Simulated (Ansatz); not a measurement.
The reference is Au in the fcc (Cu type) structure (space group Fm-3m, No. 225).

```
CELL_PARAMETERS angstrom
      0.00000     2.06204     2.06204
      2.06204     0.00000     2.06204
      2.06204     2.06204     0.00000
ATOMIC_POSITIONS crystal
  Au 0.00000 0.00000 0.00000
```

Cartesian axes are those of the cell as printed.

The values are results of r2SCAN (Ansatz, a quantum-chemistry and plane-wave program), scalar-relativistic without spin-orbit coupling, not measurements.

Base values:

| Property | Result |
|---|---|
| Pressure | 0.0 GPa |
| Shortest interatomic distance | 2.916 Å |

The change: uniaxial strain ε_xx = +5.99 %, all other strain components held at zero, atoms relaxed at fixed cell.

Q: Estimate the effect on the pressure.

A: The pressure (mean of the normal stresses, compression positive) goes from zero to -7.3 GPa.

Q: Estimate the effect on the energy relative to the base.

A: The energy grows by 27 meV/atom.

Q: What happens to the shortest interatomic distance?

A: The shortest interatomic distance remains 2.916 Å.

Without a gap, meshes like the base's 19×19×19 leave anisotropic stresses uncertain by several tenths of a GPa, and small strain energies with them. No phonon test of stability was made.
